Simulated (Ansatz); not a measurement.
The starting structures come from a database of crystals and need not be the phases stable at ambient conditions.

 Where the default PAW files enter, the runs use the earlier of Ansatz's two default sets.

Data:

```yaml
crystal:
  lattice:
    - [3.96365, 0.00000, 0.00000]
    - [0.00000, 7.74093, 0.00000]
    - [0.00000, 0.00000, 7.74093]
  atoms:
    - { symbol: W, position: [0.94486, 0.23260, 0.73260] }
    - { symbol: W, position: [0.05514, 0.26740, 0.23260] }
    - { symbol: W, position: [0.94486, 0.76740, 0.26740] }
    - { symbol: W, position: [0.05514, 0.73260, 0.76740] }
    - { symbol: O, position: [0.48901, 0.24530, 0.74530] }
    - { symbol: O, position: [0.51099, 0.25470, 0.24530] }
    - { symbol: O, position: [0.48901, 0.75470, 0.25470] }
    - { symbol: O, position: [0.51099, 0.74530, 0.75470] }
    - { symbol: O, position: [0.99521, 0.00514, 0.25080] }
    - { symbol: O, position: [0.00479, 0.74920, 0.00514] }
    - { symbol: O, position: [0.99521, 0.99486, 0.74920] }
    - { symbol: O, position: [0.00479, 0.25080, 0.99486] }
    - { symbol: O, position: [0.00479, 0.49486, 0.75080] }
    - { symbol: O, position: [0.99521, 0.75080, 0.50514] }
    - { symbol: O, position: [0.00479, 0.50514, 0.24920] }
    - { symbol: O, position: [0.99521, 0.24920, 0.49486] }
```

Space group of this cell: P-42_1m. The cell is strained (all lengths scaled by 1.02); by PBEsol its mean pressure is -13.5 GPa.

Transport runs along the normal of the first two printed cell vectors, the (100) plane of the conventional cell.

The gap is the functional's own. No spin-orbit coupling. Mid-gap values are interpolated on the energy grid.

Task: State the band gap and the smallest decay constant κ at mid-gap according to PBEsol (Ansatz, an electronic-structure program).

Result: Gap 1.06 eV on a 8×4×4 mesh; κ = 0.160 1/Å, at the zone centre.
